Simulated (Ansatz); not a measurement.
Seebeck coefficient of p-type C (Fd-3m) against temperature

C (Fd-3m), p-type; conventional cell a = b = c = 3.554 Å, α = β = γ = 90.00°. Calculation: PBE, rigid bands (plane waves, PAW, scalar-relativistic; Ansatz, a quantum-chemistry and plane-wave program). Geometry: cell and atoms relaxed with PBEsol. Sums run over bands interpolated from the self-consistent mesh; computed gap 4.16 eV. |S| is the size of the Seebeck coefficient, averaged over directions. The hole density is held at 1e18 cm⁻³, under a fifth of N_v and over ten times the intrinsic density in every row, and the structure is held as it is at all temperatures.

Here T stands for T and |S| for |S|.

```
T (K)  |S| (μV/K)
-----  ----------
300           532
400           569
500           598
600           621
800           659
1000            ?
```

The 5 complete rows are fitted with a straight line in ln T, |S| against T. With u = ln T - 6.20, the rows have u = -0.49622, -0.20854, 0.01461, 0.19693, 0.48461. Means: u -0.0017220, |S| 595.8. About the means, the sum of products is 72.870 and the sum of squares of u is 0.56355; the slope is their ratio. Least squares gives |S| = 596.0 + 129.3·u. Residuals (row less fit): 0.2, 0.0, 0.1, -0.5, 0.3; standard error 0.4 (degrees of freedom: 3). With one parabolic band N_v grows as T^(3/2), which gives a slope of (3/2)·k_B/e = 129 μV/K; the fit has 129.

Q: Estimate the missing |S| (T = 1000); what did the run itself give?

A: u = 0.70776, so |S| = 596.0 + 129.3 × 0.70776 = 687.5 μV/K. The calculation gives 688 μV/K, which the fit meets to the printed digits. The row lies outside the fitted rows, so this is an extrapolation. From the scatter of the fitted rows alone, a prediction at this place has a standard error of 0.5 μV/K, so the miss is 1.0 times that.

Series that bend far from this form aren't tabulated. Rigid bands with a gap fixed in temperature, one relaxation time for all states and one kind of carrier; polarons and phonon drag are left out, and so is whether such doping can be reached. Spin-orbit coupling is left out.
